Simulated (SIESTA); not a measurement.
# Worked example: self-consistent single point of AlCo (Pm-3m, 2 atoms in the cell) in SIESTA

Level of theory: GGA PBE, numerical atomic orbitals TZP, PseudoDojo PBE standard norm-conserving potentials (rewritten from UPF to PSML) in SIESTA.

Input as run:

```
# files in the folder: Al.psml Co.psml (PseudoDojo PBE standard)
SystemName  AlCo
SystemLabel AlCo

NumberOfAtoms                2
NumberOfSpecies              2
%block ChemicalSpeciesLabel
  1 13 Al
  2 27 Co
%endblock ChemicalSpeciesLabel
LatticeConstant              1.0 Ang
%block LatticeVectors
     2.798818000    0.000000000    0.000000000
     0.000000000    2.798818000    0.000000000
     0.000000000    0.000000000    2.798818000
%endblock LatticeVectors
AtomicCoordinatesFormat      Fractional
%block AtomicCoordinatesAndAtomicSpecies
     0.000000000    0.000000000    0.000000000  1
     0.500000000    0.500000000    0.500000000  2
%endblock AtomicCoordinatesAndAtomicSpecies

XC.functional                GGA
XC.authors                   PBE
PAO.BasisSize                TZP
PAO.EnergyShift              0.005 Ry
MeshCutoff                   350 Ry
%block kgrid.MonkhorstPack
    9   0   0  0.5
    0   9   0  0.5
    0   0   9  0.5
%endblock kgrid.MonkhorstPack
OccupationFunction           FD
ElectronicTemperature        100.0 meV

MaxSCFIterations             150
SCF.Mixer.Method             Pulay
SCF.Mixer.Weight             0.2
SCF.Mixer.History            6
SCF.DM.Tolerance             1.0E-04
Diag.ParallelOverK           true
WriteForces                  true
```

Output, abridged:

```
reinit: Reading from file input.fdf

reinit: System Name: AlCo
reinit: System Label: AlCo

coor:   Atomic-coordinates input format  =     Fractional

siesta: Atomic coordinates (Bohr) and species
siesta:      0.00000   0.00000   0.00000  1        1
siesta:      2.64450   2.64450   2.64450  2        2

siesta: System type = bulk

initatomlists: Number of atoms, orbitals, and projectors:      2    42    36

siesta: ******************** Simulation parameters ****************************
redata: Spin configuration                          = none
redata: Time-Reversal Symmetry                      = T
redata: Number of Atomic Species                    =        2
redata: Mesh Cutoff                                 =   350.0000 Ry
redata: Net charge of the system                    =     0.0000 |e|
redata: Min. number of SCF Iter                     =        0
redata: Max. number of SCF Iter                     =      150
redata: SCF convergence failure will abort job
redata: SCF mix quantity                            = Hamiltonian
redata: Mix DM or H after convergence               =   F
redata: Recompute H after scf cycle                 =   F
redata: Mix DM in first SCF step                    =   T
redata: No kicks to SCF
redata: DM Mixing Weight for Kicks                  =     0.5000
redata: Require Harris convergence for SCF          =   F
redata: Harris energy tolerance for SCF             =     0.000100 eV
redata: Require DM convergence for SCF              =   T
redata: DM tolerance for SCF                        =     0.000100
redata: Require EDM convergence for SCF             =   F
redata: EDM tolerance for SCF                       =     0.001000 eV
redata: Require H convergence for SCF               =   T
redata: Hamiltonian tolerance for SCF               =     0.001000 eV
redata: Require (free) Energy convergence for SCF   =   F
redata: (free) Energy tolerance for SCF             =     0.000100 eV
redata: Using DFT-D3 dispersion                     =   F
redata: Using Saved Data (generic)                  =   F
redata: Method of Calculation                       = Diagonalization
redata: Electronic Temperature                      =  1160.4518 K
redata: Number of TDED substeps                     =        3
redata: Dynamics option                             = Single-point calculation
redata: Save all siesta data in one NC              =   F
redata: ***********************************************************************

%block SCF.Mixers
  Pulay
%endblock SCF.Mixers

%block SCF.Mixer.Pulay
  # Mixing method
  method pulay
  variant stable

  # Mixing options
  weight 0.2000
  weight.linear 0.2000
  history 6
%endblock SCF.Mixer.Pulay

DM_history_depth set to one: no extrapolation allowed by default for geometry relaxation
Size of DM history Fstack: 1
Total number of electrons:    20.000000
Total ionic charge:    20.000000

* ProcessorY, Blocksize:    1  43

* Orbital distribution balance (max,min):    42    42

k-point displ. along   1 input, could be:     0.50    0.00
k-point displ. along   2 input, could be:     0.50    0.00
k-point displ. along   3 input, could be:     0.50    0.00
 Kpoints in:          405 . Kpoints trimmed:          405

siesta: k-grid: Number of k-points = 405
siesta: k-points from Monkhorst-Pack grid
siesta: k-cutoff (effective) =    12.595 Ang
siesta: k-point supercell and displacements
siesta: k-grid:     9     0     0      0.500
siesta: k-grid:     0     9     0      0.500
siesta: k-grid:     0     0     9      0.500

diag: Algorithm                                     = D&C
diag: Parallel over k                               =   F
diag: Use parallel 2D distribution                  =   F
diag: Parallel block-size                           = 43
diag: Parallel distribution                         =     1 x     1
diag: Used triangular part                          = Lower
diag: Absolute tolerance                            =  0.100E-15
diag: Orthogonalization factor                      =  0.100E-05
diag: Memory factor                                 =  1.0000

superc: Internal auxiliary supercell:     9 x     9 x     9  =     729
superc: Number of atoms, orbitals, and projectors:   1458  30618  26244

                        Single-point calculation

superc: Internal auxiliary supercell:     9 x     9 x     9  =     729
superc: Number of atoms, orbitals, and projectors:   1458  30618  26244

outcell: Unit cell vectors (Ang):
        2.798818    0.000000    0.000000
        0.000000    2.798818    0.000000
        0.000000    0.000000    2.798818

outcell: Cell vector modules (Ang)   :    2.798818    2.798818    2.798818
outcell: Cell angles (23,13,12) (deg):     90.0000     90.0000     90.0000
outcell: Cell volume (Ang**3)        :     21.9242
new_DM -- step:     1
Initializing Density Matrix...

Attempting to read DM from file... Failed...
DM filled with atomic data:

InitMesh: MESH = 32 x 32 x 32 = 32768
InitMesh: Mesh cutoff (required, used) =   350.000   361.287 Ry

stepf: Fermi-Dirac step function

        iscf     Eharris(eV)        E_KS(eV)     FreeEng(eV)     dDmax    Ef(eV) dHmax(eV)
   scf:    1    -4196.428742    -4222.199056    -4222.220161  1.354717 -4.813355 15.940073
   scf:    2    -4225.885842    -4227.671226    -4227.696899  0.350324 -6.803944  3.108505
   scf:    3    -4228.030834    -4227.969529    -4227.997217  0.044597 -6.436007  0.252800
   scf:    4    -4227.987034    -4227.980145    -4228.008370  0.101920 -6.416414  0.205987
   scf:    5    -4227.981238    -4227.981264    -4228.009298  0.003484 -6.442953  0.034356
   scf:    6    -4227.981286    -4227.981296    -4228.009343  0.001782 -6.443052  0.006437
   scf:    7    -4227.981314    -4227.981306    -4228.009343  0.000193 -6.444500  0.004685
   scf:    8    -4227.981298    -4227.981302    -4228.009344  0.000125 -6.444037  0.000010
   scf:    9    -4227.981302    -4227.981302    -4228.009344  0.000001 -6.444041  0.000041

SCF Convergence by DM+H criterion
max |DM_out - DM_in|         :     0.0000012644
max |H_out - H_in|      (eV) :     0.0000411944
SCF cycle converged after 9 iterations

Using DM_out to compute the final energy and forces

siesta: E_KS(eV) =            -4227.9813

siesta: E_KS - E_eggbox =     -4227.9813

siesta: Atomic forces (eV/Ang):
     1   -0.000000   -0.000000    0.000000
     2   -0.000000   -0.000000   -0.000000
   Tot   -0.000000   -0.000000    0.000000
   Max    0.000000
   Res    0.000000    sqrt( Sum f_i^2 / 3N )
   Max    0.000000    constrained

Stress tensor Voigt[x,y,z,yz,xz,xy] (kbar):     -107.11     -107.11     -107.11       -0.00        0.00       -0.00
(Free)E + p*V (eV/cell)    -4226.5436
Target enthalpy (eV/cell)    -4228.0093

siesta: Program's energy decomposition (eV):
siesta: Ebs     =      -704.488846
siesta: Eions   =      5249.530196
siesta: Ena     =       419.034109
siesta: Ekin    =      1880.506331
siesta: Enl     =      -505.289717
siesta: Eso     =         0.000000
siesta: Edftu   =         0.000000
siesta: DEna    =        22.873456
siesta: DUscf   =         0.477737
siesta: DUext   =         0.000000
siesta: Ex      =      -756.071196
siesta: Ec      =       -39.981825
siesta: Exc     =      -796.053020
siesta: Eharris =     -4227.981302
siesta: Etot    =     -4227.981302
siesta: FreeEng =     -4228.009344

siesta: Stress tensor (static) (eV/Ang**3):
siesta:    -0.066856   -0.000000    0.000000
siesta:    -0.000000   -0.066856   -0.000000
siesta:     0.000000   -0.000000   -0.066856

siesta: Cell volume =         21.924211 Ang**3

siesta: Pressure (static):
siesta:                Solid            Molecule  Units
siesta:           0.00072815          0.00072815  Ry/Bohr**3
siesta:           0.06685578          0.06685578  eV/Ang**3
siesta:         107.11477218        107.11477219  kBar
```

The run converged in 9 iterations.

The starting cell comes from a database of computed structures (which also holds hypothetical and non-ambient phases and stackings), without a prior relaxation at this level. Its lattice was rescaled by a random factor within 2.5 % of one. Spin polarisation is off. Values carry the incompleteness of an atom-centred basis. With a pressure of about 11 GPa the cell is away from its equilibrium volume at this level.

Cost on one core of a shared machine: roughly 40 s.
